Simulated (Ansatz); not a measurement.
```yaml
crystal:
  lattice:
    - [0.00067, 4.65482, 4.65257]
    - [4.65324, 0.00000, 4.65324]
    - [4.65257, 4.65482, 0.00067]
  atoms:
    - { symbol: Zr, position: [0.00002, 0.00000, 0.99998] }
    - { symbol: Zr, position: [0.00100, 0.99900, 0.50100] }
    - { symbol: Zr, position: [0.00323, 0.50000, 0.99677] }
    - { symbol: Zr, position: [0.00100, 0.49900, 0.50100] }
    - { symbol: Zr, position: [0.49900, 0.00100, 0.99900] }
    - { symbol: Zr, position: [0.49677, 0.00000, 0.50323] }
    - { symbol: Zr, position: [0.49900, 0.50100, 0.99900] }
    - { symbol: Zr, position: [0.49998, 0.50000, 0.50002] }
    - { symbol: N, position: [0.25000, 0.25000, 0.25000] }
    - { symbol: C, position: [0.25000, 0.25000, 0.75000] }
    - { symbol: C, position: [0.25000, 0.75000, 0.25000] }
    - { symbol: C, position: [0.25000, 0.75000, 0.75000] }
    - { symbol: N, position: [0.75000, 0.25000, 0.25000] }
    - { symbol: C, position: [0.75000, 0.25000, 0.75000] }
    - { symbol: N, position: [0.75000, 0.75000, 0.25000] }
    - { symbol: N, position: [0.75000, 0.75000, 0.75000] }
```

The mixing enthalpy is taken against the end members in the rock salt type, relaxed in the same cell and mesh.

The numbers are results of PBE (plane waves to 420 eV, PAW; Ansatz, a first-principles code), not measurements. Scalar-relativistic, without spin–orbit coupling. Its k-point mesh 5×5×5, Fermi–Dirac width 0.05 eV.

Problem. Give the composition and order of this alloy cell, and its volume, bond lengths and mixing enthalpy.

Solution. A 16-atom cell of Zr(N,C) started in the rock salt structure, site fractions N 0.500, C 0.500, short-range order -0.17 in the first shell of the mixed sites (0 is random, a negative value favours unlike neighbours), space group Imma at the end, an ordered arrangement that its symmetry holds.
The volume per atom is 12.60 Å³ and the C–Zr bonds comes out as 2.323 Å on average, from 2.311 to 2.327 (24). The N–Zr bonds is 2.331 Å on average, from 2.326 to 2.341 (24) and the mixing enthalpy per site of the mixed sublattice comes out as -93 meV. The departure of the mean lattice parameter from Vegard's line is under 0.15 %, inside the noise of the relaxations.
